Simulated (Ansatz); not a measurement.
Data:

```
CELL_PARAMETERS angstrom
      0.00000     2.84406     2.84406
      2.84406     0.00000     2.84406
      2.84406     2.84406     0.00000
ATOMIC_POSITIONS crystal
  Ga 0.00000 0.00000 0.00000
  As 0.25000 0.25000 0.25000
```

No spin polarisation.

Computed with PBE (Ansatz, a program for electronic structure, PAW, no SOC). k-mesh 10×10×10 (Γ-centred); smearing 0.05 eV (Fermi–Dirac).

Task: What is the computed width of the top valence band?

Result: 3.25 eV.

Task: What is the computed gap character?

Result: Direct at Γ.

Task: Predict the electron mass.

Result: 0.023 mₑ (at Γ).

Task: What band gap does the calculation give?

Result: 0.38 eV.

The cells carry an imposed strain or load. Effective masses come from finite differences of ±0.01 Å⁻¹. No phonon test of stability was made. The cell was made from GaAs in the zinc blende structure (space group F-43m, No. 216) by this change: isotropic strain −1.00 %.
